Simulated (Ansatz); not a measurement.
System: interstitial B in beta Ga2O3 (charge state +3). Level of theory: PBE, PAW (plane waves to 420 eV; Ansatz, a program for electronic structure).

Cell of 120 host sites held at the relaxed PBE lattice; the Γ point alone; Fermi-Dirac width 0.01 eV, spin-restricted; finite-size errors left in. Static, classical nuclei. The charge state is imposed; whether it is stable for some Fermi level was not computed. Sites that were not tried may lie lower.

Barriers: single points on a 2×2×2 k-point mesh shifted by half a step at the bands' geometries.

The step: several atoms move together, B the farthest; the atom moves 1.64 Å along (0.04, 0.50, -0.04) of the unit cell; the moving atom starts with neighbours O at 1.39, 2 O at 1.40 Å and ends with O at 1.39, 2 O at 1.40 Å.

Problem. Estimate the migration barrier of this step that PBE, PAW returns for this input.

Solution. 1.31 eV, the same both ways. At the saddle the moving atom has neighbours 2 O at 1.28 Å. The saddle point's order was not checked.
